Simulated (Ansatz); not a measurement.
ZrC under a change: biaxial strain −2.08 %, plane normal [111], relaxed out of plane

The parent structure is ZrC in the rock salt structure (space group Fm-3m, No. 225; a = 4.669 Å; relaxed with 0.1 eV smearing). Axes: x, y, z lie along the cube axes.

It is then changed as follows: biaxial strain −2.08 %, plane normal [111], relaxed out of plane (Cartesian); in-plane vectors clamped, the third vector and the atoms free.

All numbers come from PBEsol (Ansatz, a program for electronic structure), spin-orbit coupling left out. Γ-centred 21×21×21 mesh, Fermi–Dirac width 0.1 eV.

The volume per atom falls by 0.37 Å³ (12.72 Å³ → 12.35 Å³) and the shortest interatomic distance drops by 0.0224 Å (2.335 Å → 2.312 Å). The energy goes up by 18 meV/atom and the pressure (mean of the normal stresses, compression positive) goes from zero to 7.4 GPa. The band gap remains zero and the out-of-plane strain is +1.25 %. The ratio −ε⊥/ε∥ amounts to 0.60 and the mean in-plane stress (compression positive) comes out as +11.1 GPa.

Final structure (turned so that z lies along the plane normal):

```
ZrC
1.0
    3.23286     0.00000     0.00000
    1.61643     2.79974     0.00000
    1.61643    -0.93325     2.72933
Zr C
1 1
Direct
  0.00000   0.00000   0.00000
  0.00000   0.50000   0.50000
```

Whether these cells are dynamically stable was not tested. The final runs are not spin-polarised.
